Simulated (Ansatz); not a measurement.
The starting structures come from a database of crystals and need not be the phases stable at ambient conditions.

By PBEsol, the system below comes out a metal.

The ballistic (Sharvin) conductance counts the channels at the Fermi level: G/A = (e²/h) × channels of both spins per area.

Input:

```
CELL_PARAMETERS angstrom
      4.56102     0.00000     0.00000
     -2.28051     3.94996     0.00000
      2.28051     1.31665     1.86203
ATOMIC_POSITIONS crystal
  Hf 0.00000 0.00000 0.00000
  Ru 0.00000 0.50000 0.50000
```

Space group of this cell: Pm-3m, CsCl type. The cell is taken as given; by PBEsol its mean pressure is -3.2 GPa.

The current flows along the normal of the first two printed cell vectors, the (111) plane of the conventional cell. No spin-orbit coupling; the value is a mean over 0.1 eV about the Fermi level.

**Question.** Give the ballistic conductance per area that Ansatz (an electronic-structure program) with PBEsol yields.

**Answer.** 0.34 × 10¹⁵ S/m² for both spins.
